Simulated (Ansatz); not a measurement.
**Point defect O interstitial in zinc-blende InAs**

The numbers are results of PBE, PAW (plane waves to 420 eV; Ansatz, a program for electronic structure), not measurements. Cell and caveats: 64-site cell; 2×2×2 shifted k-points; start: void with 4In nearest; no spin–orbit coupling; the functional closes the host's gap; energies good to tenths of an eV; relaxed from one start, so a lower configuration may exist.

Neighbours after relaxation, in Å: of the O atom: In 2.27, In 2.27, In 2.27, In 2.27.

Formation energies E_f are those of the neutral cell. Chemical conditions: As-rich (Δμ(O) = -2.27 eV, bounded by bixbyite In2O3; only phases computed here count, gases as isolated molecules at 0 K); In-rich (Δμ(O) = -2.59 eV, bounded by bixbyite In2O3; only phases computed here count, gases as isolated molecules at 0 K). Reference phases: O: O2 molecule in a box.

The name describes the start; the neighbours show where the atoms ended.

| charge | moment (μB) | largest move off a lattice site (Å) | E_f, As-rich (eV) | E_f, In-rich (eV) |
|---|---|---|---|---|
| 0 | not spin-polarised | 0.41 | 2.68 | 3.00 |
